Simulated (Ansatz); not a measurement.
Al2O3 (model structure, started from the Al2S3 type, Amm2, No. 38, 10 atoms in the cell)

The numbers are results of r²SCAN in Ansatz (plane waves, PAW), not measurements.

Numerical settings: plane-wave cutoff 560 eV, 8×8×8 k mesh, Fermi–Dirac smearing 0.01 eV, scalar-relativistic PAW data made under PBE.

Cell (relaxed with PBEsol):

Al2O3 is modelled in the orthorhombic space group Amm2 (No. 38), Pearson symbol oS10. Lattice parameters: a = 2.8227 Å, b = 5.3262 Å, c = 8.3055 Å, α = β = γ = 90.00°. Al1 on 2b has 5 O at 1.821–1.878 Å (square pyramidal). Al2 on 2a is coordinated by 4 O at 1.750–1.756 Å (tetrahedral). O1 on 4d sees 1 Al at 1.750 Å and 2 Al at 1.878 Å. O2 on 2b sees 3 Al at 1.756–1.821 Å (trigonal planar). (Neighbours: up to the widest gap in distance over summed covalent radii, below 1.35, at either atom; cation-cation and far metal-metal contacts left out.)

| Quantity | Result |
|---|---|
| band gap | 4.64 eV (direct) |

Note: the relaxation could raise the start's symmetry but not lower it, so the cell can be a saddle point; cell and atoms aren't relaxed at this level (largest force component 0.08 eV/Å, pressure -1.6 GPa).

The computed numbers hold no vibrational or temperature effects.

A model structure was made by putting elements into a prototype or built by hand; it is no filed structure, need not be a known phase, and can be a saddle point held by its symmetry.

Ansatz is an electronic-structure program.
